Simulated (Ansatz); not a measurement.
Take ZnS in the zinc blende structure (space group F-43m, No. 216; a = 5.3891 Å) as the base. Axes: x, y, z lie along the cube axes.

Modification: biaxial strain −3.00 %, plane normal [001], relaxed out of plane (Cartesian); in-plane vectors clamped, the third vector and the atoms free.

Computed with Kohn–Sham DFT with the r2SCAN functional, run in Ansatz (a first-principles code) with PAW and 500 eV plane waves, no spin-orbit coupling.

Task: Give the band edges at the high-symmetry points of the new zone, measured from its valence-band maximum.

Result: 
```csv
point,valence edge (eV),conduction edge (eV)
Γ,0.00,2.72
X,-2.53,3.45
P,-3.01,5.66
N,-0.83,3.71
M,-2.25,3.83
S,-1.70,4.87
S₀,-1.70,4.87
R,-2.98,5.81
G,-2.98,5.81
```

The gap is 2.72 eV, direct at Γ.

Whether these cells are dynamically stable was not tested. k-point labels follow each cell's own Brillouin zone.
